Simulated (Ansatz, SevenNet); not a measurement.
# How well does each level of theory give the enthalpy of formation of NiAs-type NiSb?

Reference value: -0.34 eV/atom (measured, 298 K, no zero-point or thermal correction, our sources range from -0.434 to -0.340; as tabulated in Zhang et al. (2018), doi:10.1038/s41524-018-0065-z).

Question: What do SevenNet-l3i5, LDA, PBE, PBE-D3(BJ), PBEsol-D3(BJ), r²SCAN-D4, r²SCANh give, and how far is each from the reference?

Answer: 
| level (code) | value (eV/atom) | difference (eV/atom) |
|---|---|---|
| SevenNet-l3i5 | -0.284 | +0.056 |
| LDA (Ansatz) | -0.324 | +0.016 |
| PBE (Ansatz) | -0.259 | +0.081 |
| PBE-D3(BJ) (Ansatz) | -0.322 | +0.018 |
| PBEsol-D3(BJ) (Ansatz) | -0.371 | -0.031 |
| r²SCAN-D4 (Ansatz) | -0.277 | +0.063 |
| r²SCANh (Ansatz) | -0.289 | +0.051 |

The levels aren't ranked against this reference (sources at odds).

The measured value isn't corrected to a static lattice, so vibrations enter the comparison.  Density-functional levels without +SOC have no spin–orbit coupling, which shifts binding energies of heavy elements. PBE: the magnetic order was assumed, not searched for or taken from measurement. r²SCANh: the run has no spin polarisation, so it can have missed a magnetic state. Each level is taken at its own relaxed cell. Cutoffs and k meshes differ between the levels. Ansatz's density-functional and Hartree–Fock values are scalar-relativistic unless marked +SOC, with PAW data made under PBE.

Machine-learned potentials (SevenNet-l3i5) are trained on DFT data: a solid inside that data is no test of them.

Differences are worked out from the printed values.

Ansatz is a program for electronic structure.
